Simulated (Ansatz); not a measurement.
## Effect of pressure 7.5 GPa on Li2O2

Base system: Li₂O₂ (space group P6_3/mmc, No. 194; a = 3.123 Å, c = 7.565 Å; with O–O pairs, as in a peroxide).

Perturbation: a hydrostatic pressure of 7.5 GPa.

The values are results of Kohn–Sham DFT with the PBEsol functional, run in Ansatz (a quantum-chemistry and plane-wave program) with PAW and 420 eV plane waves, spin-orbit coupling left out, not measurements. k-mesh 12×12×5 (Γ-centred); smearing 0.05 eV (Fermi–Dirac).

The volume per atom drops by 0.63 Å³ (7.99 Å³ → 7.36 Å³) and the density increases by 0.204 g/cm³ to 2.59 g/cm³. The lattice parameter a decreases by 0.080 Å (3.123 Å → 3.043 Å) and the c/a ratio falls by 0.011 to 2.411. The shortest interatomic distance drops by 0.007 Å to 1.516 Å and the enthalpy H = E + PV relative to the base's energy is +0.36 eV/atom. The band gap rises by 0.11 eV (2.20 eV → 2.31 eV) (an upper bound: an edge found on the path is not a true extremum; the changed cell).

Final structure:

```
CELL_PARAMETERS angstrom
      3.04315     0.00000     0.00000
     -1.52158     2.63545     0.00000
      0.00000     0.00000     7.33790
ATOMIC_POSITIONS crystal
  Li 0.00000 0.00000 0.00000
  Li 0.00000 0.00000 0.50000
  Li 0.33333 0.66667 0.25000
  Li 0.66667 0.33333 0.75000
  O  0.33333 0.66667 0.64673
  O  0.66667 0.33333 0.35327
  O  0.66667 0.33333 0.14673
  O  0.33333 0.66667 0.85327
```

Cost of the whole job for the changed cell (relaxation, final SCF and bands): around 40 core-seconds (rough).

Load acts through the strain it causes; cell and atoms are relaxed under it. Whether these cells are dynamically stable was not tested. Competing high-pressure phases were not computed.
